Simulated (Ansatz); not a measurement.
**Response to strain in GaAs**

The parent structure is GaAs in the zinc blende structure (space group F-43m, No. 216; a = 5.667 Å). Axes: x, y, z lie along the cube axes.

Strains are applied to the cell and any free atomic positions relax; under biaxial strain the out-of-plane vector relaxes too.

The values are results of Ansatz (a program for electronic structure) r2SCAN, spin-orbit coupling left out, not measurements.

Candidates:
(a) biaxial strain −1.00 %, plane normal [001], relaxed out of plane
(b) biaxial strain −3.00 %, plane normal [001], relaxed out of plane
(c) biaxial strain −2.00 %, plane normal [001], relaxed out of plane

For the base:

The band gap is 0.96 eV.

### Question
Order them by band gap, highest first.

### Answer
(b) biaxial strain −3.00 %, plane normal [001], relaxed out of plane (1.10 eV), (c) biaxial strain −2.00 %, plane normal [001], relaxed out of plane (1.06 eV), (a) biaxial strain −1.00 %, plane normal [001], relaxed out of plane (1.01 eV)

Whether these cells are dynamically stable was not tested.
